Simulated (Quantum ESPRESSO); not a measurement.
# Parameter sweep on SrIn5 (P6/mmm, 6 atoms in the cell)

```xyz
6
Lattice="6.4085 0.0000 0.0000 -3.2043 5.5500 0.0000 0.0000 0.0000 5.1718" Properties=species:S:1:pos:R:3 pbc="T T T"
Sr     0.0000     0.0000     0.0000
In    -1.6021     2.7750     2.5859
In     3.2043     0.0000     2.5859
In     1.6021     2.7750     2.5859
In     3.2043     1.8500     0.0000
In     0.0000     3.7000     0.0000
```

Base run A: LDA (PZ), GBRV 1.5 ultrasoft (LDA) pseudopotentials (Quantum ESPRESSO 7.5), self-consistent single point.

Its settings: ecutwfc = 40 Ry; ecutrho = 200 Ry; occupations = smearing; smearing = fd; degauss = 0.0099958 Ry; potentials = {Sr: sr_lda_v1.uspp.F.UPF, In: in_lda_v1.4.uspp.F.UPF}; K_POINTS = automatic 4 4 5 1 1 1; conv_thr = 1e-10 Ry.

The starting cell comes from a database of computed structures (which also holds hypothetical and non-ambient phases and stackings), without a prior relaxation at this level. In the base run, with a pressure of about -4 GPa the cell is away from its equilibrium volume at this level.

Absolute energies have different zeros for different potentials, functionals, Hubbard and dispersion terms and are not compared across them.

Runs:
- B: ecutwfc: 40 Ry → 55 Ry; ecutrho: 200 Ry → 440 Ry; pseudopotentials: {Sr: sr_lda_v1.uspp.F.UPF, In: in_lda_v1.4.uspp.F.UPF} → {Sr: Sr_pbe_v1.uspp.F.UPF, In: In.pbe-dn-rrkjus_psl.0.2.2.UPF}; input_dft: default → pbesol [PBEsol]
- C: ecutwfc: 40 Ry → 55 Ry; ecutrho: 200 Ry → 440 Ry; pseudopotentials: {Sr: sr_lda_v1.uspp.F.UPF, In: in_lda_v1.4.uspp.F.UPF} → {Sr: Sr_pbe_v1.uspp.F.UPF, In: In.pbe-dn-rrkjus_psl.0.2.2.UPF}; input_dft: default → blyp [BLYP]
- D: ecutwfc: 40 Ry → 55 Ry; ecutrho: 200 Ry → 440 Ry; pseudopotentials: {Sr: sr_lda_v1.uspp.F.UPF, In: in_lda_v1.4.uspp.F.UPF} → {Sr: Sr_pbe_v1.uspp.F.UPF, In: In.pbe-dn-rrkjus_psl.0.2.2.UPF}; input_dft: default → wc [Wu-Cohen GGA]
- E: ecutwfc: 40 Ry → 55 Ry; ecutrho: 200 Ry → 440 Ry; pseudopotentials: {Sr: sr_lda_v1.uspp.F.UPF, In: in_lda_v1.4.uspp.F.UPF} → {Sr: Sr_pbe_v1.uspp.F.UPF, In: In.pbe-dn-rrkjus_psl.0.2.2.UPF}; input_dft: default → rvv10 [rVV10]

Question: What does run C change against A?

Answer: The pressure goes from -4.23 to 2.93 GPa.

Question: What does run D change against A?

Answer: The pressure goes from -4.23 to -1.93 GPa.

| run | pressure (GPa) |
|---|---|
| A | -4.23 |
| B | -2.04 |
| C | 2.93 |
| D | -1.93 |
| E | 0.63 |

Left out of this page: 3 runs of the series held back from this collection.
